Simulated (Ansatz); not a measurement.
The reference is CdSe in the zinc blende structure (space group F-43m, No. 216; a = 6.0816 Å). Axes: x, y, z lie along the cube axes.

Level of theory: plane-wave PAW DFT at the PBEsol level (Ansatz, a quantum-chemistry and plane-wave program, 420 eV), without spin-orbit coupling.

One thing is altered: the cell is scaled by 1.0050 in all directions; the atoms relax in the strained cell.

**Question.** Predict the stress tensor and what it implies for the stiffness.

**Answer.** Stress of the strained cell less that of the base (GPa, compression positive):
```
  -0.75    0.00    0.00
   0.00   -0.75    0.00
   0.00    0.00   -0.75
```

Then B = −ΔP/(ΔV/V₀) with ΔV/V₀ = 0.0151 gives secant stiffness values (nonlinear terms included at this strain): B ≈ 50 GPa.

Stability against distortions was not tested.
